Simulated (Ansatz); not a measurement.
An Ansatz (an electronic-structure program) run: Zr; Ansatz, PBE, PAW, cutoff 420 eV, scalar-relativistic without spin-orbit coupling, earlier PAW set.

Input:

Ansatz 0.2 input:
```yaml
crystal:
  lattice:
    - [3.2315957518, 0, 0]
    - [-1.6157978759, 2.7986440158, 0]
    - [0, 0, 5.1736271229]
  atoms:
    - { symbol: Zr, position: [0.3333333333, 0.6666666667, 0.75] }
    - { symbol: Zr, position: [0.6666666667, 0.3333333333, 0.25] }
basis: { ecutwfc: 420, ecutrho_ratio: 4, xc_grid: 2, fft_grid_basis: typed }
kpoints: { mp_grid: { grid: [17, 17, 9] } }
hamiltonian:
  xc: pbe
  dispersion: none
  pseudopotentials: { azcp: { folder: ./paw }, kind: paw }
scf: { occupations: { method: fermi_dirac, width: 0.05 }, convergence: { dr2_threshold: 0.0000000002 } }
output: { forces: true, stress: true }
```

Output (explanatory and most iteration lines left out):

```
Pseudopotential: Zr, paw, valence charge 12
Crystal: 2 atoms, lattice volume = 46.791 Å³
Basis set: ecut = 420 eV, 941 PW (Γ), exchange–correlation on 48×48×72 points (8 copies of the dense FFT grid, shifted against one another)
Bands: 16, of which v1, the nominal top of the filled ones, is band 12 counted from 1 (11 counted from 0)
Symmetry: 24 space group operations
Space group: P63/mmc (ITA 194), of the structure as read, at distance tolerance 3.6e-5 Å
k-points: 165 of 2601
Functional: x = pbe(κ = 0.804, μ = 0.2195149727645171), c = pbe(β = 0.06672455060314922)
SCF iter   1: F=—  HF=-8367.898587 eV  |F-HF|=—  |Δ(HF+E_count)|=         —  Δρ=2.90e-2  dr2=5.09e-1  ethr=3.10e-3  ⟨swp⟩=5.1  Hψ=11304  notcnv=0
SCF iter   2: F=—  HF=-8367.779336 eV  |F-HF|=—  |Δ(HF+E_count)|=   1.19e-1  Δρ=1.76e-2  dr2=1.79e-1  ethr=2.12e-3  ⟨swp⟩=2.0  Hψ=4504  notcnv=0
SCF 1 converged in 8 iterations: F = -8367.729939 eV  dr2 = 2.96e-11
SCF converged after 8 iterations
Free energy (F): -8367.729939 eV
Internal energy: -8367.713431 eV  (E = F + TS)
E sigma→0 (E₀):  -8367.721685 eV
Entropy (-TS):   -0.016508 eV (-8.254 meV/atom)
Fermi energy:    13.898965 eV
--- Forces (eV/Å), atoms counted from 1 ---
  atom   1  Zr    -0.00000000    -0.00000000     0.00000000
  atom   2  Zr     0.00000000     0.00000000     0.00000000
--- Stress (GPa, compression-positive) ---
        0.002050      -0.000000       0.000000
       -0.000000       0.002050       0.000000
        0.000000       0.000000       0.000292
  P = ⅓ Tr σ = 0.0015 GPa (0.015 kbar)
```

No phonon test of stability was made. All final runs are without spin polarisation. The cell is Zr in the hcp (Mg type) structure (space group P6_3/mmc, No. 194).
